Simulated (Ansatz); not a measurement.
The reference is Hf$_{2}$N in the anti-rutile structure (space group P4_2/mnm, No. 136; a = 5.295 Å, c = 3.227 Å; a cell from a computed database, its experimental status unchecked). Axes: x, y, z lie along a, b, c of the conventional cell.

One thing is altered: strain tensor (xx, yy, zz, yz, xz, xy) = (+1.44, −0.30, −1.52, +0.33, +0.64, −0.39) %, atoms relaxed at fixed cell.

Levels (all Ansatz, an electronic-structure program, PAW): PBEsol (420 eV, spin-orbit coupling left out); PBEsol+SOC (420 eV, noncollinear with spin-orbit coupling).

The geometry is relaxed with PBEsol.

- PBEsol pressure: 0.8 GPa

With PBEsol+SOC at the same geometry, the pressure drops by 0.5 GPa, from 0.8 GPa to 0.3 GPa.

Single points use the geometry relaxed with PBEsol. The spin-orbit shifts are approximate. Whether these cells are dynamically stable was not tested. The runs without spin-orbit coupling are not spin-polarised.
